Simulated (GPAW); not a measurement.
Band structure of Ca3GeN (Pm-3m, 5 atoms in the cell).

```
CELL_PARAMETERS angstrom
      4.80418     0.00000     0.00000
      0.00000     4.80418     0.00000
      0.00000     0.00000     4.80418
ATOMIC_POSITIONS crystal
  Ca 0.50000 0.00000 0.50000
  Ca 0.00000 0.50000 0.50000
  Ca 0.50000 0.50000 0.00000
  Ge 0.00000 0.00000 0.00000
  N  0.50000 0.50000 0.50000
```

Method of the run: LDA (Perdew-Wang 92), GPAW PAW datasets LDA (gpaw-data 1.0.1) (plane waves; GPAW 25.7.0).

Settings: mode = pw; ecut = 950 eV; xc = LDA; kpts = 7 7 7; mesh shift (steps) = 0 0 0; occupations.name = fermi-dirac; occupations.width = 0.1 eV; nbands = -13; convergence.density = 1e-05 e/electron; convergence.energy = 1e-05 eV/electron; symmetry.symmorphic = false; symmetry.tolerance = 0.0005; maxiter = 100; bandpath_npoints = 40.

The starting cell comes from a database of computed structures (which also holds hypothetical and non-ambient phases and stackings), without a prior relaxation at this level.

Levels in eV from the Fermi level, bands 17 to 23:
```
point     17     18     19     20    21    22    23
-----  -----  -----  -----  -----  ----  ----  ----
Γ      -0.76   1.05   1.05   1.05  1.11  1.11  2.07
X      -0.81  -0.81   0.00   0.00  2.20  2.60  3.02
M      -1.05  -0.75  -0.75  -0.13  2.94  3.34  3.34
R      -2.40  -0.69  -0.69  -0.69  2.68  2.68  2.68
```

Bands cross the Fermi level along this path, so the cell is metallic at this level.
